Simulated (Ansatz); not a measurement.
Data:

```
Na2S
1.0
    0.00000     3.37885     3.37885
    3.37885     0.00000     3.37885
    3.37885     3.37885     0.00000
Na S
2 1
Direct
  0.25000   0.25000   0.25000
  0.75000   0.75000   0.75000
  0.00000   0.00000   0.00000
```

No spin polarisation.

The values are results of PBE/PAW in Ansatz (a first-principles code), spin-orbit coupling left out, not measurements. Settings: 9×9×9 k-points, 0.05 eV Fermi–Dirac smearing.

Task: Predict the gap character, hole mass, electron mass and band gap.

Result: The gap character comes out as direct at Γ. The hole mass (degenerate bands, along [100]) comes out as 0.43, 2.8, 2.8 mₑ (at Γ), the electron mass is 0.29 mₑ (at Γ) and the band gap is 2.18 eV.

Load acts through the strain it causes; cell and atoms are relaxed under it. Effective masses come from finite differences of ±0.01 Å⁻¹. No phonon test of stability was made. The cell was made from Na2S in the anti-fluorite structure (space group Fm-3m, No. 225) by this change: pressure −2 GPa.
